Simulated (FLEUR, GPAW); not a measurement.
A FLEUR input for a self-consistent single point of Ag (P6_3/mmc, 4 atoms in the cell) (DFT, PBEsol, all-electron FLAPW (FLEUR), scalar-relativistic valence):

Input of the input generator:

```
Ag FLAPW
&input film=f /
1.0000000000 0.0000000023 0.0000000000
-0.5000000020 0.8660254027 0.0000000000
0.0000000000 0.0000000000 3.2508713793
5.6354693845
1.0 1.0 1.0

4
47 0.0000000000 0.0000000000 -0.0000000000
47 0.0000000000 0.0000000000 0.5000000000
47 0.3333333333 0.6666666667 0.2500000000
47 0.6666666667 0.3333333333 0.7500000000

&comp jspins=1 /
&exco xctyp='PBEs' /
&kpt div1=13 div2=13 div3=4 gamma=t /
&end /
```

```xml
<?xml version="1.0" encoding="UTF-8" standalone="no"?>
<fleurInput fleurInputVersion="0.39">
   <comment>
      Ag FLAPW                                                                                            
   </comment>
   <calculationSetup>
      <cutoffs Kmax="3.8" Gmax="15.2" GmaxXC="15.2" numbands="0"/>
      <scfLoop itmax="80" minDistance="0.00001" maxIterBroyd="15" imix="Anderson" alpha="0.05" precondParam="0.0" spinf="2.0"/>
      <coreElectrons ctail="T" frcor="F" kcrel="0" coretail_lmax="0"/>
      <xcFunctional name="PBEs" relativisticCorrections="F"/>
      <magnetism jspins="1"/>
      <soc l_soc="F" theta="0.0" phi="0.0" spav="F"/>
      <expertModes spex="0" secvar="F"/>
      <geometryOptimization l_f="T" forcealpha="1.0" forcemix="BFGS" epsdisp="0.00001" epsforce="0.00001"/>
      <ldaU l_linMix="F" mixParam="0.05" spinf="1.0"/>
   </calculationSetup>
   <cell>
      <bzIntegration valenceElectrons="68.0" mode="hist" fermiSmearingEnergy="0.00367493">
         <kPointListSelection listName="default-1"/>
         <!-- k-points included here -->
         <xi:include xmlns:xi="http://www.w3.org/2001/XInclude" href="kpts.xml"> </xi:include>
      </bzIntegration>
      <!-- symmetry operations included here -->
      <xi:include xmlns:xi="http://www.w3.org/2001/XInclude" href="sym.xml"> </xi:include>
      <bulkLattice scale="1.0">
         <bravaisMatrix>
            <row-1>    5.6354693845000003     0.0000000129615796     0.0000000000000000</row-1>
            <row-2>   -2.8177347035209395     4.8804596431151337     0.0000000000000000</row-2>
            <row-3>    0.0000000000000000     0.0000000000000000    18.3201861309924361</row-3>
         </bravaisMatrix>
      </bulkLattice>
   </cell>
   <atomSpecies>
      <species name="Silver (Ag)" element="Ag" atomicNumber="47">
         <mtSphere radius="2.63" gridPoints="905" logIncrement="0.014"/>
         <atomicCutoffs lmax="10" lnonsphr="8"/>
         <electronConfig flipSpins="F">
            <coreConfig>(1s1/2) (2s1/2) (2p1/2) (2p3/2) (3s1/2) (3p1/2) (3p3/2) (4s1/2) (3d3/2) (3d5/2)</coreConfig>
            <valenceConfig>(4p1/2) (4p3/2) (5s1/2) (4d3/2) (4d5/2)</valenceConfig>
            <stateOccupation state="(5s1/2)" spinUp="0.5" spinDown="0.5"/>
         </electronConfig>
         <energyParameters s="5" p="5" d="4" f="4"/>
         <lo type="SCLO" l="1" n="4" eDeriv="0"/>
      </species>
   </atomSpecies>
   <atomGroups>
      <atomGroup species="Silver (Ag)">
         <relPos label="                   1">.0000000000 .0000000000 .0000000000</relPos>
         <relPos label="                   2">.0000000000 .0000000000 1.000/2.000</relPos>
         <force calculate="T" relaxXYZ="TTT"/>
      </atomGroup>
      <atomGroup species="Silver (Ag)">
         <relPos label="                   3">1.000/3.000 -1.000/3.000 1.000/4.000</relPos>
         <relPos label="                   4">-1.000/3.000 1.000/3.000 -1.000/4.000</relPos>
         <force calculate="T" relaxXYZ="TTT"/>
      </atomGroup>
   </atomGroups>
   <output dos="F" band="F" slice="F">
      <checks vchk="F" cdinf="F"/>
      <bandDOS minEnergy="-.5*Htr" maxEnergy="0.5*Htr" sigma="0.015" storeEVData="T"/>
      <vacuumDOS vacdos="F" integ="F" star="F" nstars="0" locx1="0.0" locy1="0.0" locx2="0.0" locy2="0.0" nstm="0" tworkf="0.0"/>
      <unfoldingBand unfoldBand="F" supercellX="1" supercellY="1" supercellZ="1"/>
      <plotting iplot="0" polar="F">
         <plot TwoD="T" vec1="  1.0  0.0  0.0" vec2="  0.0  1.0  0.0" vec3="  0.0  0.0  1.0" zero="  0.0  0.0  0.0" file="plot"/>
      </plotting>
      <chargeDensitySlicing numkpt="0" minEigenval="0.0" maxEigenval="0.0" nnne="0" pallst="F"/>
      <specialOutput eonly="F"/>
      <magneticCircularDichroism mcd="F" energyLo="-10.0" energyUp="0.0"/>
   </output>
  <!-- We include the file relax.xml here to enable relaxations (see documentation) -->
  <xi:include xmlns:xi="http://www.w3.org/2001/XInclude" href="relax.xml"> <xi:fallback/> </xi:include>
</fleurInput>
```

Task: Translate this input to GPAW.

Result: This is the input that was run; spellings and numerical settings could be chosen otherwise.

```python
from ase import Atoms
from ase.units import GPa
from gpaw import GPAW, PW, FermiDirac

atoms = Atoms(['Ag', 'Ag', 'Ag', 'Ag'],
              cell=[[2.982162, 0.000000, 0.000000],
                    [-1.491081, 2.582628, 0.000000],
                    [0.000000, 0.000000, 9.694625]],
              scaled_positions=[[0.000000, 0.000000, 0.000000],
                                [0.000000, 0.000000, 0.500000],
                                [0.333333, 0.666667, 0.250000],
                                [0.666667, 0.333333, 0.750000]],
              pbc=True)

calc = GPAW(mode=PW(600),
            xc='PBEsol',
            kpts={'size': (13, 13, 4), 'gamma': True},
            occupations=FermiDirac(0.1),
            nbands=-12,
            convergence={'density': 1e-05, 'energy': 1e-05},
            symmetry={'symmorphic': False, 'tolerance': 0.0005},
            maxiter=150)

atoms.calc = calc

energy = atoms.get_potential_energy()
print('Energy (eV):', round(energy, 6))
forces = atoms.get_forces()
print('Forces (eV/Ang):')
print(forces.round(5))
stress = atoms.get_stress()
print('Stress (GPa, Voigt):', (stress / GPa).round(4))
```

Basis, cutoffs, solver keys and any potentials are the target program's own. This input uses DFT PBEsol, plane waves, GPAW PAW datasets PBEsol (made by gpaw-setup).

The starting cell comes from a database of computed structures (which also holds hypothetical and non-ambient phases and stackings), without a prior relaxation at this level. Its lattice was rescaled by a random factor within 2.5 % of one.
